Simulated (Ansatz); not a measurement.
Functionals compared on the (331) surface of fcc Au in its 1x1 cell, outermost plane spacing 0.95 Å in the ideal cut, in Ansatz (plane waves, PAW). The structure was relaxed with PBE; the other rows are single points on it, each with its references at the same level. Cutoff 420 eV (500 eV for r2SCAN).

Slab: 12 atoms, 10.5 Å thick at the start (thin: gaps and levels are the slab's own); k 13x6x1, smearing 0.1 eV, dipole-corrected; all atoms relaxed; held to the part of the start's symmetry that mesh and held atoms allow; no spin, no spin-orbit, no U. These notes are the PBE run's.

```
functional  surface energy (J/m²)  work function of the top face (eV)         rough cost of the single point
----------  ---------------------  ----------------------------------  -------------------------------------
PBE                          0.84                                5.02                                      –
LDA                          1.35                                5.43          around 4 core-minutes (rough)
PBEsol                       1.18                                5.15          around 4 core-minutes (rough)
RPBE                         0.61                                4.84  about 4 core-minutes (a rough figure)
r2SCAN                          ?                                   ?  about 9 core-minutes (a rough figure)
```

**Question.** Fill in the missing entries.

**Answer.** 
- r2SCAN, surface energy (J/m²): 1.03
- r2SCAN, work function of the top face (eV): 5.02

Ansatz is a first-principles code.
